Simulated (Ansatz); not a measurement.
Re: response to strain

Start from Re in the hcp (Mg type) structure (space group P6_3/mmc, No. 194; a = 2.752 Å, c = 4.440 Å; relaxed with 0.1 eV smearing). Axes: x lies along a and z along c of the hexagonal cell.

Strains are applied to the cell and any free atomic positions relax.

Computed with Ansatz (a quantum-chemistry and plane-wave program) PBEsol, no spin-orbit coupling.

Notes on the quantities. energy relative to the base: free energy F.

```csv
uniaxial strain ε_zz (%),energy relative to the base (meV/atom)
-3,30.6
-2.5,21.0
-2,13.3
-1.5,7.4
-1,?
-0.5,0.8
0,0.0
```

Q: Fit ΔE = Aε² + Bε³ (ε in %) to the rows shown and predict the withheld row.

A: Least squares on the printed values gives A = 3.17 and B = -0.076 meV/atom (largest residual 0.0 meV/atom); this predicts 3.2 meV/atom, and the run gives 3.3 meV/atom, in agreement.

Stability against distortions was not tested. The final runs are not spin-polarised.
